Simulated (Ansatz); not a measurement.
Here is the system:

```
TlBr
1.0
    3.84231     0.00000     0.00000
    0.00000     3.84231     0.00000
    0.00000     0.00000     3.84231
Tl Br
1 1
Direct
  0.00000   0.00000   0.00000
  0.50000   0.50000   0.50000
```

Level of theory: PBEsol+D3BJ with spin-orbit coupling, rigid bands (plane waves, PAW; Ansatz, a quantum-chemistry and plane-wave program). Geometry: cell and atoms relaxed with PBEsol+d3bj.

Q: Predict the electron conductivity mass (n e² τ/σ) at 300 K, by direction if it differs.

A: 0.27 mₑ.

Q: What conductivity effective mass do dilute holes have at 300 K?

A: 0.29 mₑ.

Q: And the band gap?

A: 0.63 eV at this level; semilocal functionals usually fall short of the measured gap.

Rigid bands, one relaxation time for all states, no polarons. Geometry: cell and atoms relaxed with PBEsol+D3(BJ).
